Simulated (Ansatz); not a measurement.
Phonon-limited resistivity of SnAs (Fm-3m) against temperature in μΩ·cm, PBEsol, DFPT electron-phonon coupling, linearised Boltzmann equation in Ansatz (a program for electronic structure), harmonic crystal at a fixed cell.

```tsv
T	ρ
50 K	0.44
77 K	___
100 K	2.0
150 K	3.5
200 K	5.0
250 K	___
273 K	7.0
300 K	7.8
350 K	___
400 K	10.5
```

### Question
Fill in the missing entries.

### Answer

- 77 K, ρ: 1.26
- 250 K, ρ: 6.4
- 350 K, ρ: 9.2

A metal at this level (no band gap). Only scattering by harmonic phonons is included (no impurities, grain boundaries, electron-electron scattering or thermal expansion). Spin-orbit coupling is left out. The squared frequency of the phonon mode least converged on the k mesh is uncertain by 14 %. Halving the electron mesh (24x24x24) moves the resistivity by up to 10 %. Smearing 0.20 eV; phonons on a 4x4x4 q mesh, which this run doesn't test and which matters most at low temperature.

Formula and space group known from diffraction (Crystallography Open Database), not checked to be the room-temperature form: SnAs (Fm-3m).
